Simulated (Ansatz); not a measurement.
The reference is LiCl in the rock salt structure (space group Fm-3m, No. 225; a = 5.1504 Å).

Computed with Kohn–Sham DFT with the PBE functional, run in Ansatz (a program for electronic structure) with PAW and 420 eV plane waves, no spin-orbit coupling.

Strains are applied to the cell and any free atomic positions relax.

One change was made to it. Results:

The band gap increases by 0.45 eV to 6.71 eV; the pressure goes from zero to 2.85 GPa; the energy goes up by 10 meV/atom.

Q: Which change produced these results?
A. isotropic strain +3.00 %
B. isotropic strain −1.50 %
C. isotropic strain −3.00 %
D. isotropic strain −2.50 %

A: D, isotropic strain −2.50 %. For comparison, the band gap in the other runs: isotropic strain −3.00 % gives 6.81 eV; isotropic strain −1.50 % gives 6.52 eV; isotropic strain +3.00 % gives 5.79 eV.

Whether these cells are dynamically stable was not tested.
